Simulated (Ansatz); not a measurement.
This Ansatz (a first-principles code) input is the reference run, SnS in the GeS type structure (space group Pnma, No. 62), computed with PBE-D3(BJ) (Ansatz, PAW, no SOC):

Ansatz 0.2 input:
```yaml
crystal:
  lattice:
    - [11.1549612054, 0, 0]
    - [0, 3.9997696192, 0]
    - [0, 0, 4.2614388674]
  atoms:
    - { symbol: Sn, position: [0.6184080494, 0.75, 0.6118182981] }
    - { symbol: Sn, position: [0.8815919506, 0.25, 0.1118182981] }
    - { symbol: Sn, position: [0.3815919506, 0.25, 0.3881817019] }
    - { symbol: Sn, position: [0.1184080494, 0.75, 0.8881817019] }
    - { symbol: S, position: [0.3528713299, 0.75, 0.975265653] }
    - { symbol: S, position: [0.1471286701, 0.25, 0.475265653] }
    - { symbol: S, position: [0.6471286701, 0.25, 0.024734347] }
    - { symbol: S, position: [0.8528713299, 0.75, 0.524734347] }
basis: { ecutwfc: 420, ecutrho_ratio: 4, xc_grid: 2, fft_grid_basis: typed }
kpoints: { mp_grid: { grid: [3, 8, 8] } }
hamiltonian:
  xc: pbe
  dispersion: d3bj
  pseudopotentials: { kind: paw }
scf: { occupations: { method: fermi_dirac, width: 0.05 }, convergence: { dr2_threshold: 0.0000000008 } }
output: { forces: true, stress: true }
```

### Question
Write the input for this change: the cell is stretched by 1.46 % along z with no lateral relaxation, atoms relaxed at fixed cell.

### Answer
Ansatz 0.2 input:
```yaml
crystal:
  lattice:
    - [11.1549612054, 0, 0]
    - [0, 3.9997696192, 0]
    - [0, 0, 4.3236558749]
  atoms:
    - { symbol: Sn, position: [0.6184080494, 0.75, 0.6118182981] }
    - { symbol: Sn, position: [0.8815919506, 0.25, 0.1118182981] }
    - { symbol: Sn, position: [0.3815919506, 0.25, 0.3881817019] }
    - { symbol: Sn, position: [0.1184080494, 0.75, 0.8881817019] }
    - { symbol: S, position: [0.3528713299, 0.75, 0.975265653] }
    - { symbol: S, position: [0.1471286701, 0.25, 0.475265653] }
    - { symbol: S, position: [0.6471286701, 0.25, 0.024734347] }
    - { symbol: S, position: [0.8528713299, 0.75, 0.524734347] }
basis: { ecutwfc: 420, ecutrho_ratio: 4, xc_grid: 2, fft_grid_basis: typed }
kpoints: { mp_grid: { grid: [3, 8, 8] } }
hamiltonian:
  xc: pbe
  dispersion: d3bj
  pseudopotentials: { kind: paw }
scf: { occupations: { method: fermi_dirac, width: 0.05 }, convergence: { dr2_threshold: 0.0000000008 } }
relax: { f_tol: 0.005, max_steps: 50 }
output: { forces: true, stress: true }
checkpoint: { write: state.ck, write_every: 1000 }
```
This is the input that was run.

The cells carry an imposed strain or load. Whether these cells are dynamically stable was not tested.
